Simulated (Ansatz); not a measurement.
## Sn: strain along the normal

Sn (diamond, Fd-3m, 34.969 Å³/atom at rest) under an equal strain ε in the (111) plane with the normal axis free, as in a coherent film. PBEsol in Ansatz, a plane-wave DFT program (PAW, default set), 420 eV, 15×15×15 Γ-centred mesh, Fermi-Dirac smearing 0.10 eV; ions are relaxed within the symmetry of each cell.

Here s stands for strain and y for normal strain.

| strain (%) | normal strain (%) |
|---|---|
| -2.50 | ? |
| -1.25 | 0.78 |
| -0.83 | 0.51 |
| -0.42 | 0.26 |
| 0.00 | 0.00 |
| 0.42 | -0.24 |
| 0.83 | -0.49 |
| 1.25 | -0.74 |

Problem. Using a straight line, estimate the missing y at s = -2.50 from the other rows, showing the fit.

Solution. Means: s 0, y 0.011. About the means, the sum of products is -2.9400 and the sum of squares of s is 4.8556; the slope is their ratio. Least squares gives y = 0.011 - 0.6055·s. Residuals (row less fit): 0.012, -0.004, -0.005, -0.011, 0.003, 0.002, 0.006; standard error 0.008 (degrees of freedom: 5). The slope, -0.61 ± 0.00, is the elastic response of the normal axis. At the withheld row, y = 0.011 - 0.6055 × (-2.50) = 1.525%. The calculation gives 1.56%, 0.035% above the prediction (1.5 % of the range of y in the table). The row lies outside the fitted rows, so this is an extrapolation. From the scatter of the fitted rows alone, a prediction at this place has a standard error of 0.013%, so the miss is 2.7 times that.

One order more, fitted to all 13 runs of the series, follows each within 0.01, so the miss is the next term of a smooth law. This level leaves no gap over 0.05 eV at strain -2.50, -1.25, -0.83, -0.42, 0.00, 0.42, 0.83, 1.25, where the mesh may be coarse. Sn is here grey tin, stable below 13 °C. Rows are the converged runs of the series near zero and its far end; series whose fitted rows scatter by over a few per cent of the range, as at a crossing or softening among them, aren't shown in this form. Most that stay on the fit to the last digits aren't either.
